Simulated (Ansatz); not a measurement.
The parent structure is GaN in the zinc blende structure (space group F-43m, No. 216; a = 4.498 Å).

Calculations: PBEsol (Ansatz, a first-principles code, PAW, without spin-orbit coupling).

For the base:

Band gap: 1.70 eV

Now apply this change: the cell is scaled by 1.0146 in all directions, atoms relaxed at fixed cell.

### Question
How does this affect the band gap and energy relative to the base?

### Answer
The band gap drops by 0.276 eV (1.70 eV → 1.43 eV); the energy goes up by 12 meV/atom.

The cells carry an imposed strain or load. Whether these cells are dynamically stable was not tested. This is not the structure that GaN has at room temperature and ambient pressure.
